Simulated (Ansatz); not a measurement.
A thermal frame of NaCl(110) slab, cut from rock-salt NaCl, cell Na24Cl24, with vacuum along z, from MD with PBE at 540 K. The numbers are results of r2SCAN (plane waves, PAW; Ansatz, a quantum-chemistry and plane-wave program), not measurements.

```json
{
 "plane_wave_cutoff": "500 eV",
 "k-points": "2x2x1 mesh shifted by half a step in the plane",
 "Fermi-Dirac width": "0.050 eV",
 "spin": "not polarised; no spin-orbit coupling"
}
```

A check of the k-sampling: on the last frame of the same run a denser mesh moved the PBE forces by 0.000 eV/Å rms and the free energy by 0 meV/atom.

```
CELL_PARAMETERS angstrom
      8.25321     0.00000     0.00000
      0.00000    11.67180     0.00000
      0.00000     0.00000    22.31651
ATOMIC_POSITIONS crystal
  Na 0.91976 0.49885 0.24611
  Na 0.71318 0.26589 0.32972
  Na 0.20212 0.25440 0.31522
  Na 0.43895 0.51921 0.23968
  Na 0.41541 0.47773 0.44239
  Na 0.19493 0.24622 0.51362
  Na 0.66436 0.24240 0.51745
  Na 0.93051 0.48124 0.42495
  Na 0.91660 0.47194 0.62365
  Na 0.64295 0.26304 0.68240
  Na 0.15122 0.18804 0.69329
  Na 0.41928 0.53028 0.62220
  Cl 0.23469 0.49491 0.33813
  Cl 0.49296 0.22889 0.24104
  Cl 0.96645 0.28355 0.23931
  Cl 0.68654 0.50489 0.32195
  Cl 0.72573 0.47499 0.51614
  Cl 0.91886 0.24916 0.42611
  Cl 0.43474 0.25563 0.41548
  Cl 0.16549 0.46499 0.53660
  Cl 0.19137 0.50540 0.69926
  Cl 0.43208 0.22602 0.60773
  Cl 0.91558 0.23127 0.62274
  Cl 0.65554 0.51375 0.69986
  Na 0.95964 0.00787 0.22818
  Na 0.73004 0.72741 0.33768
  Na 0.17040 0.76655 0.32321
  Na 0.45124 0.01535 0.27508
  Na 0.46932 0.97296 0.42815
  Na 0.16348 0.69678 0.51003
  Na 0.70501 0.76209 0.51574
  Na 0.96110 0.99420 0.43701
  Na 0.92207 0.98607 0.62242
  Na 0.65190 0.74154 0.70213
  Na 0.13991 0.74013 0.67564
  Na 0.42533 0.98788 0.61856
  Cl 0.18139 0.99351 0.34504
  Cl 0.38041 0.79089 0.23496
  Cl 0.89185 0.77406 0.21968
  Cl 0.70259 0.98272 0.34069
  Cl 0.67707 0.02071 0.51562
  Cl 0.92216 0.72314 0.41576
  Cl 0.45992 0.73769 0.43628
  Cl 0.15967 0.98112 0.53421
  Cl 0.16772 0.95103 0.70576
  Cl 0.43071 0.74297 0.59337
  Cl 0.87796 0.74471 0.60549
  Cl 0.60191 0.98521 0.72248
```

Give the forces on atoms 5, 16, 20, 21, 27, 33, 37, 42, 45, 47 (eV/Å).


```json
[
 {"atom": "Na5", "Fx Fy Fz": "0.285 0.254 -0.117"},
 {"atom": "Cl16", "Fx Fy Fz": "-0.013 -0.118 0.130"},
 {"atom": "Cl20", "Fx Fy Fz": "0.299 0.489 -0.480"},
 {"atom": "Cl21", "Fx Fy Fz": "-0.489 0.132 0.028"},
 {"atom": "Na27", "Fx Fy Fz": "0.041 -0.180 -0.109"},
 {"atom": "Na33", "Fx Fy Fz": "-0.167 -0.052 -0.086"},
 {"atom": "Cl37", "Fx Fy Fz": "0.041 0.289 -0.097"},
 {"atom": "Cl42", "Fx Fy Fz": "1.212 0.057 1.127"},
 {"atom": "Cl45", "Fx Fy Fz": "-0.261 0.532 -0.187"},
 {"atom": "Cl47", "Fx Fy Fz": "0.619 -0.035 0.538"}
]
```
